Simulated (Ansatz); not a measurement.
Start from CsPbBr3 in the cubic perovskite structure (space group Pm-3m, No. 221; a = 5.770 Å). Axes: x, y, z lie along the cube axes.

Computed with LDA (Ansatz, an electronic-structure program), no spin-orbit coupling.

Base values:

| Quantity | Result |
|---|---|
| Valley order | R along ⟨111⟩ 1.17 eV; Γ 2.42 eV |

Now apply this change: tensile biaxial strain of 1.00 % in the plane normal to [111], as in epitaxy on a mismatched substrate; the out-of-plane cell vector and the atoms relax.

Problem. How does this affect the in-plane stress?

Solution. The mean in-plane stress (compression positive) comes out as -0.2 GPa.

Problem. What does the calculation give for the valley order after the change?

Solution. The valley order (the lowest conduction-band minima on the path, energy above the VBM, named in the base's zone) becomes R along [111] 1.13 eV; M along [110] 1.79 eV; Γ 2.45 eV (base: R along ⟨111⟩ 1.17 eV; Γ 2.42 eV).

Problem. Predict the new electron mass.

Solution. The electron mass is 0.11 mₑ out of plane, 0.23 mₑ in plane (at R).

Spin-orbit coupling, missing from the scalar runs, can matter with Pb. The levels and masses belong to the bands next to the band gap. Effective masses come from finite differences of ±0.01 Å⁻¹. Whether these cells are dynamically stable was not tested. Many cubic perovskites are stable only at high temperature; tilts and polar distortions were not tested. This is not the structure that CsPbBr3 has at room temperature and ambient pressure.
